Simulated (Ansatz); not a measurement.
# Pt in the fcc (Cu type) structure (space group Fm-3m, No. 225)

```xyz
1
Lattice="0.0000 1.9470 1.9470 1.9470 0.0000 1.9470 1.9470 1.9470 0.0000" Properties=species:S:1:pos:R:3 pbc="T T T"
Pt     0.0000     0.0000     0.0000
```

Method: Ansatz (a first-principles code), LDA, PAW, cutoff 420 eV, scalar-relativistic without spin-orbit coupling. Settings: 20×20×20 k-points, 0.05 eV Fermi–Dirac smearing.

```yaml
volume_per_atom: 14.76 Å³
density: 21.95 g/cm³
band_gap: zero
total_energy: -12244.989 eV/atom (σ→0; compares only within this code and set-up)
```

Stability against distortions was not tested. All final runs are without spin polarisation.
